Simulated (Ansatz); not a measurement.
Start from SnO (space group P4/nmm, No. 129; layered, stacked along the Cartesian z axis).

```
SnO
1.0
    3.83709     0.00000     0.00000
    0.00000     3.83709     0.00000
    0.00000     0.00000     4.75881
Sn O
2 2
Direct
  0.50000   0.00000   0.75657
  0.00000   0.50000   0.24343
  0.50000   0.50000   0.00000
  0.00000   0.00000   0.00000
```

Cartesian axes are those of the cell as printed.

Method: Ansatz (a first-principles code), PBE-D3(BJ), PAW, cutoff 420 eV, no SOC.

Before the change:

Volume per atom: 17.52 Å³
Band gap: zero
Gap character: absent

Modification: tensile biaxial strain of 1.80 % in the plane normal to [001], as in epitaxy on a mismatched substrate; the out-of-plane cell vector and the atoms relax.

Q: How does this affect the volume per atom?

A: The volume per atom goes up by 0.40 Å³ (17.52 Å³ → 17.92 Å³).

Q: How does this affect the band gap?

A: The band gap becomes 0.27 eV (base: zero).

Q: How does this affect the gap character?

A: The gap character becomes indirect, M–Γ (80 % along) → M (base: absent).

Stability against distortions was not tested. All final runs are without spin polarisation. The zero or small gap of SnO can change with the level of theory.
